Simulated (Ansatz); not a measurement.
## Defect calculation: Ta on the Cu site (Ta_Cu) in fcc Cu

Level of theory: PBE, PAW (plane waves to 420 eV; Ansatz, a first-principles code). Set-up: 32-site cell; 6×6×6 shifted k-points; start: the Cu site; no spin–orbit coupling; no Hubbard U; energies good to tenths of an eV; the relaxation kept the symmetry of the starting site.

Neighbours after relaxation, in Å: of the Ta atom: Cu 2.61, Cu 2.61, Cu 2.61, Cu 2.61, Cu 2.61, Cu 2.61, Cu 2.61, Cu 2.61 (the shell may go on).

Formation energies E_f are those of the neutral cell. Chemical conditions: host crystal and elements as references (Δμ(Cu) = 0.00 eV, Δμ(Ta) = 0.00 eV; Ta taken from its element, since no compound that bounds it was computed at this level; only phases computed here count, gases as isolated molecules at 0 K). Reference phases: Cu: fcc Cu, Ta: bcc Ta.

| charge | moment (μB) | point group | largest move off a lattice site (Å) | E_f, host crystal and elements as references (eV) |
|---|---|---|---|---|
| 0 | not spin-polarised | Oh | 0.04 | 1.09 |

Point groups are those of the whole cell at tolerances of 0.03 and 0.1 Å ("near" where only the looser one holds); none is given for unsettled states.

All states together cost very roughly 2.6 core-minutes.
